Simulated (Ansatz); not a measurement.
# Response to strain in InSe

The reference is InSe in the beta-GaS type structure (space group P6_3/mmc, No. 194; layered, stacked along the Cartesian z axis).

```
CELL_PARAMETERS angstrom
      4.01624     0.00000     0.00000
     -2.00812     3.47817     0.00000
      0.00000     0.00000    16.92650
ATOMIC_POSITIONS crystal
  In 0.33333 0.66667 0.66770
  In 0.66667 0.33333 0.16770
  In 0.66667 0.33333 0.33230
  In 0.33333 0.66667 0.83230
  Se 0.33333 0.66667 0.09272
  Se 0.66667 0.33333 0.59272
  Se 0.66667 0.33333 0.90728
  Se 0.33333 0.66667 0.40728
```

Cartesian axes are those of the cell as printed.

Strains are applied to the cell and any free atomic positions relax; under biaxial strain the out-of-plane vector relaxes too.

Computed with r2SCAN+rVV10, PAW, 500 eV (Ansatz, an electronic-structure program; no spin-orbit coupling), earlier PAW set.

Base values:

The band gap is 0.85 eV.

### Question
The aim is a band gap between 0.64 eV and 0.72 eV. Which of these changes reaches it?
A. isotropic strain −3.76 %
B. uniaxial strain ε_zz = −3.67 %
C. strain tensor (xx, yy, zz, yz, xz, xy) = (−0.60, −0.13, +0.80, −0.62, +0.03, +0.55) %
D. biaxial strain +2.47 %, plane normal [001], relaxed out of plane

### Answer
B, uniaxial strain ε_zz = −3.67 %. It gives 0.68 eV; biaxial strain +2.47 %, plane normal [001], relaxed out of plane gives 0.38 eV; isotropic strain −3.76 % gives 1.27 eV; strain tensor (xx, yy, zz, yz, xz, xy) = (−0.60, −0.13, +0.80, −0.62, +0.03, +0.55) % gives 0.95 eV. Changes not listed may reach it too

No phonon test of stability was made.
